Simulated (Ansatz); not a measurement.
Reference: ZnSe (F-43m), r2SCAN with spin-orbit coupling, rigid bands (plane waves, PAW; Ansatz, a first-principles code); axes and stresses refer to this cell.

```yaml
crystal:
  lattice:
    - [0.00000, 2.83265, 2.83265]
    - [2.83265, 0.00000, 2.83265]
    - [2.83265, 2.83265, 0.00000]
  atoms:
    - { symbol: Zn, position: [0.00000, 0.00000, 0.00000] }
    - { symbol: Se, position: [0.75000, 0.75000, 0.75000] }
```

The Seebeck coefficient, n-type 1e19 cm⁻³ is -81 μV/K, the band gap is 1.75 eV and the electron conductivity mass is 0.133 mₑ.

Question: Change: uniaxial stress zz = 1 GPa (compression positive). What happens to Seebeck coefficient, n-type 1e19 cm⁻³, band gap, electron conductivity mass?

Answer: Seebeck coefficient, n-type 1e19 cm⁻³ moves little, to -82 μV/K; band gap moves little, to 1.73 eV; electron conductivity mass moves little, to 0.133 mₑ.

Question: Change: uniaxial stress zz = 2 GPa (compression positive). What happens to Seebeck coefficient, n-type 1e19 cm⁻³, band gap, electron conductivity mass?

Answer: Seebeck coefficient, n-type 1e19 cm⁻³ moves little, to -82 μV/K; band gap shrinks to 1.70 eV; electron conductivity mass moves little, to 0.134 mₑ.

Masses are for dilute carriers at 300 K, harmonic means over directions unless an axis is named. Seebeck coefficients are for the stated density at 300 K, with one relaxation time for all states and whether or not that doping can be reached. Stresses and pressures are the targets of the relaxation.  The structure type is held under load, also where the real crystal would transform.
